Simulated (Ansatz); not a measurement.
Can Pb replace Cu in a narrow line?

Pb (Fm-3m) has a bulk resistivity ρ₀ of 11.2 μΩ·cm and a mean free path ℓ of 7.72 nm. Cu (Fm-3m) has a bulk resistivity ρ₀ of 1.60 μΩ·cm and a mean free path ℓ of 41.0 nm. Both at 300 K by LDA, DFPT electron-phonon coupling, linearised Boltzmann equation (plane waves, PAW, scalar-relativistic; Ansatz, an electronic-structure program); third figures are kept for the arithmetic, and halving the electron mesh moves ρ₀ by up to 1 and 1 % at 300 K, and ℓ by up to 1 and 1 % (the most at any temperature). Cell of Pb: a = b = c = 3.456 Å, α = β = γ = 60.00°. Remarks on Pb: eigensolver warning.

Square wire of width d: ρ(d) = ρ₀ + ρ₀ℓ [3(1 − p)/(4d) + 3R/(2D(1 − R))], with p = 0, R = 0.4, D = d.

Reduce the formula and give each metal's size term.

With D = d the size term is Kρ₀ℓ/d, K = 0.75 × 1.0 + 1.5 × 0.4/0.60 = 1.75. Pb: ρ₀ℓ = 8.65×10⁻¹⁶ Ω·m², ρ = 11.2 + 151/d. Cu: 6.56×10⁻¹⁶ Ω·m², ρ = 1.60 + 115/d (μΩ·cm, d in nm).

Where, if anywhere, do the two curves cross in favour of Pb?

Nowhere: neither ρ₀ nor ρ₀ℓ of Pb lies under that of Cu. For one path shared by all states the runs give ρ₀ℓ = 7.77 and 6.36×10⁻¹⁶ Ω·m², in the same order.

Give copper a liner of 2 nm on each side that carries no current, and suppose that Pb needs no liner. Find the resistance of 1 μm of line, ρL/d², in square trenches of width w. Take w = 16, 18, 20, 24 nm.


| w (nm) | ρ, Pb (μΩ·cm) | Ω/μm, Pb | core d (nm) | ρ, Cu (μΩ·cm) | Ω/μm, Cu |
|---|---|---|---|---|---|
| 16 | 21 | 810 | 12 | 11.2 | 780 |
| 18 | 19.6 | 610 | 14 | 9.8 | 500 |
| 20 | 18.8 | 470 | 16 | 8.8 | 340 |
| 24 | 17.5 | 300 | 20 | 7.3 | 184 |

The line of Cu has the lower resistance at w = 16, 18, 20, 24 nm. For Cu, d lies under 0.3 ℓ at w = 16 nm, where the formula is only a guide.

The formula is the first-order form of the Fuchs-Sondheimer and Mayadas-Shatzkes models for a square wire of an isotropic metal and fails where d lies far under ℓ. Neither p nor R nor D comes from the calculation. ℓ is weighted by the current that each state carries; one path shared by all states gives a smaller ρ₀ℓ, by an amount that differs from metal to metal. Impurities, surface states and whether the polymorph can be grown are outside these numbers.

The missing spin-orbit coupling matters most for Pb (Fm-3m).
